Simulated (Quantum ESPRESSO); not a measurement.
Worked example: self-consistent single point of MgAu (Pm-3m, 2 atoms in the cell) in Quantum ESPRESSO.

Computed with PBEsol, spin-orbit coupling, PseudoDojo fully relativistic norm-conserving (PBESOL) pseudopotentials (plane waves; Quantum ESPRESSO 7.5).

```
MgAu
1.0
    3.23851     0.00000     0.00000
    0.00000     3.23851     0.00000
    0.00000     0.00000     3.23851
Mg Au
1 1
Direct
  0.50000   0.50000   0.50000
  0.00000   0.00000   0.00000
```

Reference input (self-consistent single point, DFT, PBEsol, plane waves, PseudoDojo standard norm-conserving (PBESOL) pseudopotentials): ecutwfc = 85 Ry; occupations = smearing; smearing = gauss; degauss = 0.0073499 Ry; potentials = {Mg: Mg.upf, Au: Au.upf}; K_POINTS = automatic 7 7 7 0 0 0; conv_thr = 1e-10 Ry. This run's input differs from it in these lines:

```diff
@@ -18,2 +18,4 @@
     degauss = 0.0073499,
+    noncolin = .true.,
+    lspinorb = .true.,
 /
```

Its files differ too (potentials: PseudoDojo fully relativistic norm-conserving (PBESOL)).

Output (repeated stretches shortened):

```
     Self-consistent Calculation

     iteration #  1     ecut=    85.00 Ry     beta= 0.70

---- Real-time Memory Report at c_bands before calling an iterative solver
           136 MiB given to the printing process from OS
           106 MiB allocation reported by mallinfo(arena+hblkhd)
------------------

     Threshold (ethr) on eigenvalues was too large:
     Diagonalizing with lowered threshold

---- Real-time Memory Report at c_bands before calling an iterative solver
           152 MiB given to the printing process from OS
           110 MiB allocation reported by mallinfo(arena+hblkhd)
------------------

   [... lines left out ...]

---- Real-time Memory Report at c_bands before calling an iterative solver
           187 MiB given to the printing process from OS
           156 MiB allocation reported by mallinfo(arena+hblkhd)
------------------

     total energy              =    -414.01297793 Ry
     estimated scf accuracy    <          1.3E-10 Ry

     iteration # 10     ecut=    85.00 Ry     beta= 0.70

---- Real-time Memory Report at c_bands before calling an iterative solver
           190 MiB given to the printing process from OS
           159 MiB allocation reported by mallinfo(arena+hblkhd)
------------------
     End of self-consistent calculation

     the Fermi energy is    14.6264 ev

!    total energy              =    -414.01297793 Ry
     estimated scf accuracy    <          2.4E-12 Ry
     smearing contrib. (-TS)   =      -0.00028024 Ry
     internal energy E=F+TS    =    -414.01269769 Ry

     convergence has been achieved in  10 iterations

     Forces acting on atoms (cartesian axes, Ry/au):

     atom    1 type  1   force =     0.00000000    0.00000000    0.00000000
     atom    2 type  2   force =     0.00000000    0.00000000    0.00000000

     Total force =     0.000000     Total SCF correction =     0.000000

          total   stress  (Ry/bohr**3)                   (kbar)     P=        6.52
   0.00004430   0.00000000   0.00000000            6.52        0.00        0.00
   0.00000000   0.00004430   0.00000000            0.00        6.52        0.00
   0.00000000   0.00000000   0.00004430            0.00        0.00        6.52

   JOB DONE.
```

The run converged in 10 iterations. Against the reference run the pressure goes from 1.23 to 0.65 GPa.

The starting cell comes from a database of computed structures (which also holds hypothetical and non-ambient phases and stackings), without a prior relaxation at this level. Its lattice was rescaled by a random factor within 2.5 % of one.
